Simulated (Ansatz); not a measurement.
SnS (Pnma), PBEsol, rigid bands (Ansatz, a first-principles code): N_v = 1.16e19 cm⁻³ at 300 K and a hole conductivity mass of 1.76 mₑ along x (a = (11.10, 0.00, 0.00) Å; b = (0.00, 3.98, 0.00) Å; c = (0.00, 0.00, 4.23) Å).

Task: For 1e16 holes per cm³ at 300 K, place the Fermi level, estimate the Seebeck coefficient of a parabolic band with constant τ, and give mobility and conductivity for τ = 20 fs.

Result: The level lies k_BT ln(N_v/p) = 0.182 eV above the valence-band maximum. S ≈ +(k_B/e)[ln(N_v/p) + 5/2] = 823 μV/K, against 837 μV/K from the full bands (mean over directions). μ = eτ/m = 20.0 cm²/(V·s) and σ = peμ = 0.0320 S/cm. τ is assumed, not computed.

Band transport and this doping are assumed; polarons and phonon drag are left out. Spin-orbit coupling is left out; where it splits the top of the valence band, N_v and the p-type Seebeck coefficient come out somewhat high without it.
